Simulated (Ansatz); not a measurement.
The reference is Ti in the hcp (Mg type) structure (space group P6_3/mmc, No. 194).

```
Ti
1.0
    2.93588     0.00000     0.00000
   -1.46794     2.54255     0.00000
    0.00000     0.00000     4.63656
Ti
2
Direct
  0.33333   0.66667   0.75000
  0.66667   0.33333   0.25000
```

Cartesian axes are those of the cell as printed.

The values are results of Kohn–Sham DFT with the r2SCAN functional, run in Ansatz (a first-principles code) with PAW and 500 eV plane waves, scalar-relativistic without spin-orbit coupling, not measurements.

For the base:

The pressure is 0.0 GPa.

Now apply this change: the cell is stretched by 0.44 % along z with no lateral relaxation; the atoms relax in the strained cell.

Task: What happens to the pressure?

Result: The pressure (mean of the normal stresses, compression positive) goes from zero to -0.5 GPa.

Task: What does the calculation give for the energy relative to the base after the change?

Result: The energy stays essentially unchanged.

Without a gap, meshes like the base's 18×18×10 leave anisotropic stresses uncertain by several tenths of a GPa, and small strain energies with them. Stability against distortions was not tested. All final runs are without spin polarisation.
